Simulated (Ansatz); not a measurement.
The starting structures come from a database of crystals and need not be the phases stable at ambient conditions.

 Where the default PAW files enter, the runs use the earlier of Ansatz's two default sets.

Given:

```yaml
crystal:
  lattice:
    - [5.84520, 0.00000, 0.00000]
    - [0.00000, 6.42233, 0.00000]
    - [2.92260, -3.21117, 3.21117]
  atoms:
    - { symbol: Hf, position: [0.00000, 0.00000, 0.00000] }
    - { symbol: Hf, position: [0.75000, 0.50000, 0.00000] }
    - { symbol: Si, position: [0.25000, 0.50000, 0.00000] }
    - { symbol: Si, position: [0.50000, 0.00000, 0.00000] }
    - { symbol: O, position: [0.68080, 0.81489, 0.00000] }
    - { symbol: O, position: [0.24569, 0.68511, 0.37022] }
    - { symbol: O, position: [0.68080, 0.18511, 0.00000] }
    - { symbol: O, position: [0.61591, 0.31489, 0.62978] }
    - { symbol: O, position: [0.06920, 0.68511, 0.00000] }
    - { symbol: O, position: [0.13409, 0.18511, 0.37022] }
    - { symbol: O, position: [0.06920, 0.31489, 0.00000] }
    - { symbol: O, position: [0.50431, 0.81489, 0.62978] }
```

Space group of this cell: I4_1/amd. The cell is strained (all lengths scaled by 0.98); by r2SCAN its mean pressure is 20.4 GPa.

Transport runs along the normal of the first two printed cell vectors, the (100) plane of the conventional cell.

The gap is the functional's own, uncorrected, and κ follows it; spin-orbit coupling is left out. Mid-gap values are interpolated between the computed energies.

Question: Predict the band gap and the smallest decay constant κ at mid-gap from r2SCAN run with Ansatz (a quantum-chemistry and plane-wave program).

Answer: Gap 6.40 eV on a 10×10×10 mesh; κ = 0.435 1/Å, at the zone centre.
